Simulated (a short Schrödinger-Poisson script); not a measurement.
**MOS inversion layer, SiO2 on p-type Si(100)**

System: MOS inversion layer, SiO2 on p-type Si(100), at 300 K.

| layer | material | thickness (nm) | Na (cm⁻³) |
|---|---|---|---|
| 1 | SiO2 | 1.5 | - |
| 2 | Si | 1400 | 9.4e16 |

The device is made up for the run: typed textbook-type constants, with dimensions and the other settings drawn at random. SiO2: permittivity 3.9, conduction-band edge (eV) 3.15, gap (eV) 9, electron mass (mₑ) 0.5. Si: permittivity 11.7, conduction-band edge (eV) 0, gap (eV) 1.124, Nv at 300 K (cm⁻³) 3.1e19.

Channel valleys (confinement mass, in-plane density-of-states mass, number): Δ2 0.916, 0.19, 2; Δ4 0.19, 0.417, 4. At the gate the conduction-band edge of layer 1 lies 3.67 eV − eVg above the Fermi level of the channel; the field vanishes at the back. Gaps are held at their typed values at every temperature. Mesh 0.03 nm at interfaces.

From a short Schrödinger-Poisson script (our own, NumPy): 1D Poisson equation in equilibrium, electrons quantum, Hartree (BenDaniel-Duke, 12 states a valley, the channel's in-plane mass for all, wave functions free to enter the dielectric), parabolic valleys, classical holes, full ionisation, no traps, pinning or gate leakage.

```csv
Vg (V),electrons (cm⁻²),C (μF/cm²),Δ2 E0 (meV),Δ2 E1 (meV),Δ4 E0 (meV),Δ4 E1 (meV)
0.3,4.03e7,0.104,327.9,362.0,355.1,411.9
0.35,2.40e8,0.101,281.2,316.2,309.0,367.2
0.4,1.43e9,0.105,234.4,270.2,262.9,322.5
0.45,8.40e9,0.139,188.1,224.7,217.1,278.1
0.5,4.45e10,0.301,144.3,182.0,174.1,236.5
0.55,1.71e11,0.667,108.4,147.7,139.5,203.6
0.6,4.24e11,1.01,83.3,125.2,116.4,182.6
0.65,7.70e11,1.23,66.0,111.0,101.4,169.9
0.7,1.17e12,1.37,53.1,101.3,91.0,161.6
0.75,1.62e12,1.47,43.0,94.3,83.2,155.9
0.8,2.08e12,1.54,34.5,89.0,77.1,151.8
0.85,2.57e12,1.59,27.3,84.8,72.1,148.6
0.9,3.07e12,1.63,20.9,81.3,67.9,146.1
0.95,3.59e12,1.67,15.2,78.5,64.3,144.1
1,4.11e12,1.70,10.0,76.0,61.1,142.5
1.05,4.65e12,1.72,5.2,73.9,58.2,141.1
1.1,5.19e12,1.74,0.7,72.0,55.6,139.9
1.15,5.73e12,1.76,-3.5,70.4,53.2,138.8
1.2,6.29e12,1.78,-7.5,68.9,50.9,137.9
1.25,6.84e12,1.79,-11.2,67.5,48.9,137.1
1.3,7.41e12,1.81,-14.9,66.3,46.9,136.4
```

Subbands count from the Fermi level.
